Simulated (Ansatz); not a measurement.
# W: response to strain

Take W in the bcc (W type) structure (space group Im-3m, No. 229; a = 3.1542 Å; relaxed with 0.1 eV smearing) as the base.

Strains are applied to the cell and any free atomic positions relax.

All numbers come from Ansatz (a quantum-chemistry and plane-wave program) PBEsol, spin-orbit coupling left out.

Notes on the quantities. energy relative to the base: free energy F.

```
change                    energy relative to the base  volume per atom   pressure
------------------------  ---------------------------  ---------------  ---------
base                                       0 meV/atom         15.69 Å³    0.0 GPa
isotropic strain −3.00 %                +141 meV/atom         14.32 Å³   35.6 GPa
isotropic strain −2.50 %                 +96 meV/atom         14.54 Å³   28.7 GPa
isotropic strain −2.00 %                 +61 meV/atom         14.77 Å³   22.2 GPa
isotropic strain −1.50 %                 +34 meV/atom         15.00 Å³   16.1 GPa
isotropic strain −1.00 %                 +15 meV/atom         15.22 Å³   10.4 GPa
isotropic strain −0.50 %                +3.6 meV/atom         15.46 Å³    5.0 GPa
isotropic strain +1.00 %                 +14 meV/atom         16.17 Å³   -9.1 GPa
isotropic strain +2.50 %                 +82 meV/atom         16.90 Å³  -20.5 GPa
isotropic strain +3.00 %                +117 meV/atom         17.15 Å³  -23.8 GPa
```

Whether these cells are dynamically stable was not tested. The final runs are not spin-polarised.
